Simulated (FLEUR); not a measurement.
FLEUR run on CoH (Fm-3m, 2 atoms in the cell): self-consistent single point.

Method: PBEsol, all-electron FLAPW (FLEUR), scalar-relativistic valence run with FLEUR.

The change in words: lattice scaled by 0.98. Reference geometry:
```
CoH
1.0
    0.00000     1.84296     1.84296
    1.84296     0.00000     1.84296
    1.84296     1.84296     0.00000
Co H
1 1
Direct
  0.00000   0.00000   0.00000
  0.50000   0.50000   0.50000
```
Moments meant for the start (each program seeds them in its own way; μB, in the order of the atoms Co H): 3.0 0.0.

Reference input (self-consistent single point, DFT, PBEsol, all-electron FLAPW (FLEUR), scalar-relativistic valence): Kmax = 4.8 1/bohr; GmaxXC = 19.2 1/bohr; xcFunctional = PBEs; jspins = 2; l_soc = F; mode = gauss; fermiSmearingEnergy = 0.00734986 Htr; mesh (inpgen div1-3) = 15 15 15; inpgen gamma flag = false; Gmax = 19.2 1/bohr; numbands = 0; maxIterBroyd = 15. This run's input differs from it in these lines:

```diff
@@ -3,5 +3,5 @@
 &input film=f /
-0.0000000000 3.4826896586 3.4826896586
-3.4826896586 -0.0000000000 3.4826896586
-3.4826896586 3.4826896586 -0.0000000000
+-0.0000000000 3.4130362434 3.4130362434
+3.4130362434 -0.0000000000 3.4130362434
+3.4130362434 3.4130362434 -0.0000000000
 1.0
@@ -44,5 +44,5 @@
          <bravaisMatrix>
-            <row-1>    0.0000000000000000     3.4826896586000000     3.4826896586000000</row-1>
-            <row-2>    3.4826896586000000     0.0000000000000000     3.4826896586000000</row-2>
-            <row-3>    3.4826896586000000     3.4826896586000000     0.0000000000000000</row-3>
+            <row-1>    0.0000000000000000     3.4130362434000001     3.4130362434000001</row-1>
+            <row-2>    3.4130362434000001     0.0000000000000000     3.4130362434000001</row-2>
+            <row-3>    3.4130362434000001     3.4130362434000001     0.0000000000000000</row-3>
          </bravaisMatrix>
```

The program printed (abridged):

```
 Iteration:     1   Distance:      41.17971470 me/bohr^3
 Iteration:     2   Distance:      39.74168930 me/bohr^3
 Iteration:     3   Distance:      24.42822398 me/bohr^3
 Iteration:     4   Distance:       9.53551027 me/bohr^3
 Iteration:     5   Distance:      10.97409967 me/bohr^3
   [... 13 lines left out ...]
 Iteration:    19   Distance:       0.00009354 me/bohr^3
 Iteration:    20   Distance:       0.00003178 me/bohr^3
 Iteration:    21   Distance:       0.00005667 me/bohr^3
 Iteration:    22   Distance:       0.00000579 me/bohr^3
 Run finished successfully
 Stop message:
   Structural relaxation: Done

[file out, last iteration]
             iter=     23
[...]
          total density-effective poten   -2.2122668529E+03
          total charge density-energy d   -5.8880675042E+01
 Updated energy parameters for spin:           1
 Updated energy parameters for spin:           2
[...]
 fermi energy and band-weighting factors:

[...]
FERMIE:
          first approx. to ef    (T=0)  :   0.446983 htr   (energy of the highest occ. eigenvalue)
          number of occ. states  (T=0)  :       1942
          first approx. to seigv (T=0)  :  -6.986583 htr
          sum of weights of occ. states :  16.002963
          sum of semicore charge        :   0.000000 e
          fermi energy=   0.44648 har   work function= -12.14929 ev
   [... lines left out ...]
          total moment                 =     1.09458
 Direct bandgap for spin            1 :    2.3319624497750269E-002  Htr
 Direct bandgap for spin            2 :    4.1810634100378774E-003  Htr
   [... lines left out ...]
          valence density: spin= 1
[...]
     l-like charge
     atom     s        p        d        f        total
 -->  1    0.16512  3.20319  4.21020  0.01704    7.59980
 -->  2    0.19201  0.01250  0.00091  0.00008    0.20550
          valence density: spin= 2
[...]
     l-like charge
     atom     s        p        d        f        total
 -->  1    0.16981  3.21636  3.04752  0.01793
```

The run converged in 22 iterations. FLEUR gives forces in its relaxation mode, with a further iteration, so its stop message speaks of a relaxation. Against the reference run the total energy rises by 1.9 meV/atom and the size of the net moment goes from 0.58 to 0.55 μB/atom.

The starting cell comes from a database of computed structures (which also holds hypothetical and non-ambient phases and stackings), without a prior relaxation at this level. For this run, on top of that: lattice scaled by 0.98. With one magnetic atom in the cell only a parallel order is possible. Values depend on the basis (sphere radii, cutoffs, local orbitals), which need not be converged. The log's line on a gap gives a spacing of levels on this mesh, which the program prints for metals too.

Cost on one core of a shared machine: roughly 2 min.
